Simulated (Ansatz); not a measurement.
Start from InSb in the zinc blende structure (space group F-43m, No. 216; a = 6.5573 Å).

Level of theory: r2SCAN (Ansatz, a program for electronic structure; PAW; 500 eV plane waves; without spin-orbit coupling), earlier PAW set.

Before the change:

```
Item           Value
--------  ----------
Band gap        zero
Density   5.57 g/cm³
```

Now apply this change: cell and atoms relaxed at a pressure of 1.5 GPa.

**Question.** What does the calculation give for the band gap after the change?

**Answer.** The band gap becomes 0.21 eV (base: zero).

**Question.** What does the calculation give for the density after the change?

**Answer.** The density goes up by 0.18 g/cm³ to 5.75 g/cm³.

With Sb present, leaving out spin-orbit coupling can change the band edges. Load acts through the strain it causes; cell and atoms are relaxed under it. No phonon test of stability was made. All final runs are without spin polarisation. Gaps under 0.05 eV, about the width of the smearing, are given as zero. The zero or small gap of InSb can change with the level of theory.
